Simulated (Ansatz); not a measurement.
A constructed model of the (111)B surface of zinc-blende BP, P-terminated, 2x2 Si adatom at T4 (bottom of the slab: 3 H on 4 bottom sites)

These are PBE (plane waves to 420 eV, PAW; Ansatz, an electronic-structure program) values and carry that method's errors.

Model: 44-atom slab, 13.8 Å thick at the start with caps and adatoms (thin: gaps and levels are the slab's own), 4x4x1 mesh, Fermi-Dirac 0.025 eV, dipole correction, 8 atoms held, the rest relaxed; symmetry of the start imposed; spin-polarised, no spin-orbit, no U. The slab shows no gap over 0.04 eV on its mesh. The starting moment vanished. In PBE it is, or lies within 0.01 eV a 1x1 cell of, the lowest of the 2 structures of its composition computed so far; subsurface sites and larger cells were not tried.

| Item | Result |
|---|---|
| work function of the top face | 4.70 eV |
| energy released by relaxation | 1.28 eV |
| cost | very roughly 20 core-minutes |
